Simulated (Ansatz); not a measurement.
Worked example: self-consistent single point of NaCd₄As₃ (R-3m, 8 atoms in the cell) in Ansatz (a program for electronic structure).

Level of theory: PBEsol, default PAW files made with PBE (plane waves; Ansatz).

```
NaCd4As3
1.0
    2.26824     1.30957    11.36298
   -2.26824     1.30957    11.36298
    0.00000    -2.61914    11.36298
Na Cd As
1 4 3
Direct
  0.50000   0.50000   0.50000
  0.09547   0.09547   0.09547
  0.90453   0.90453   0.90453
  0.29918   0.29918   0.29918
  0.70082   0.70082   0.70082
  0.21980   0.21980   0.21980
  0.78020   0.78020   0.78020
  0.00000   0.00000   0.00000
```

Reference input (self-consistent single point, DFT, PBEsol, plane waves, default PAW files made with PBE): basis.ecutwfc = 420 eV; kpoints.mp_grid.grid = 6 6 6; hamiltonian.xc = pbesol; hamiltonian.pseudopotentials = {kind: paw} (the program's default PAW files); scf.occupations.method = fermi_dirac; scf.occupations.width = 0.1 eV. This run's input differs from it in these lines:

Ansatz 0.2 input:
```diff
@@ -22,3 +22,3 @@
 scf:
-  occupations: { method: fermi_dirac, width: 0.1 }
+  occupations: { method: fermi_dirac, width: 0.5 }
 output:
```

Log, with long lists cut:

```
SCF iter   1: F=—  HF=-48653.194358 eV  |F-HF|=—  |Δ(HF+E_count)|=         —  Δρ=6.52e-3  dr2=1.65e-1  ethr=1.77e-3  ⟨swp⟩=7.8  Hψ=12451  notcnv=0
all-band conjugate gradients solve this SCF's bands
preconditioner: auto → LDOS
SCF iter   2: F=—  HF=-48653.164697 eV  |F-HF|=—  |Δ(HF+E_count)|=   2.97e-2  Δρ=4.90e-3  dr2=4.16e-2  ethr=1.23e-4  ⟨swp⟩=3.0  Hψ=6949  notcnv=0
SCF iter   3: F=—  HF=-48653.150798 eV  |F-HF|=—  |Δ(HF+E_count)|=   1.39e-2  Δρ=1.99e-3  dr2=6.24e-3  ethr=3.10e-5  ⟨swp⟩=2.0  Hψ=5145  notcnv=0
SCF iter   4: F=—  HF=-48653.148453 eV  |F-HF|=—  |Δ(HF+E_count)|=   2.35e-3  Δρ=2.69e-4  dr2=1.56e-4  ethr=4.66e-6  ⟨swp⟩=2.6  Hψ=5285  notcnv=0
SCF iter   5: F=—  HF=-48653.148398 eV  |F-HF|=—  |Δ(HF+E_count)|=   5.53e-5  Δρ=5.83e-5  dr2=5.51e-6  ethr=1.17e-7  ⟨swp⟩=2.0  Hψ=4654  notcnv=0
SCF iter   6: F=—  HF=-48653.148524 eV  |F-HF|=—  |Δ(HF+E_count)|=   1.26e-4  Δρ=9.20e-6  dr2=1.49e-7  ethr=4.11e-9  ⟨swp⟩=2.0  Hψ=4639  notcnv=0
SCF iter   7: F=-48653.148524 eV  HF=-48653.148524 eV  |F-HF|=9.09e-10  |Δ(HF+E_count)|=   9.87e-8  Δρ=3.01e-6  dr2=1.90e-8  ethr=7.46e-11  ⟨swp⟩=6.2  Hψ=10565  notcnv=0
SCF 1 converged in 7 iterations: F = -48653.148524 eV  dr2 = 1.90e-8
Free energy (F): -48653.148524 eV
Internal energy: -48651.305292 eV  (E = F + TS)
E sigma→0 (E₀):  -48652.226908 eV
Entropy (-TS):   -1.843232 eV (-230.404 meV/atom)
Fermi energy:    9.197693 eV
--- Forces (eV/Å), atoms counted from 1 ---
  atom   1  Na     0.00000000     0.00000000     0.00000000
  atom   2  Cd     0.00000000    -0.00000000    -0.11043605
  atom   3  Cd    -0.00000000     0.00000000     0.11043605
  atom   4  Cd    -0.00000000     0.00000000     0.13814868
  atom   5  Cd     0.00000000    -0.00000000    -0.13814868
  atom   6  As     0.00000000     0.00000000     0.07813383
  atom   7  As    -0.00000000    -0.00000000    -0.07813383
  atom   8  As     0.00000000    -0.00000000    -0.00000000
--- Stress (GPa, compression-positive) ---
       -1.936643       0.000000      -0.000000
        0.000000      -1.936643       0.000000
        0.000000       0.000000      -1.850354
  P = ⅓ Tr σ = -1.9079 GPa (-19.079 kbar)
  The stress holds the Pulay correction. Without it, at fixed plane waves, as pw.x and ABINIT print it: P = -1.9345 GPa
```

The run converged in 7 iterations. Against the reference run the free energy goes down by 84.4 meV/atom, the pressure goes from -2.79 to -1.91 GPa and the largest force goes from 0.264 to 0.138 eV/Å.

The starting cell comes from a database of computed structures (which also holds hypothetical and non-ambient phases and stackings), without a prior relaxation at this level. Its lattice was rescaled by a random factor within 2.5 % of one. Ansatz's pressure includes its estimate of the finite-basis (Pulay) stress. The run gives no clean gap (levels at the Fermi energy touch, overlap or are partly filled at this smearing), which alone does not show that the compound is a metal.
